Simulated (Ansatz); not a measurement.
The reference is Zr in the hcp (Mg type) structure (space group P6_3/mmc, No. 194; a = 3.144 Å, c = 5.093 Å; relaxed with 0.1 eV smearing). Axes: x lies along a and z along c of the hexagonal cell.

Level of theory: DFT with LDA, PAW potentials and a 420 eV plane-wave cutoff in Ansatz (an electronic-structure program), scalar-relativistic without spin-orbit coupling.

It is then changed as follows: biaxial strain −3.00 %, plane normal [001], relaxed out of plane (Cartesian); in-plane vectors clamped, the third vector and the atoms free.

### Question
Predict the new out-of-plane strain.

### Answer
The out-of-plane strain amounts to +3.26 %.

### Question
Estimate the effect on the in-plane stress.

### Answer
The mean in-plane stress (compression positive) is +3.8 GPa.

Whether these cells are dynamically stable was not tested. All final runs are without spin polarisation.
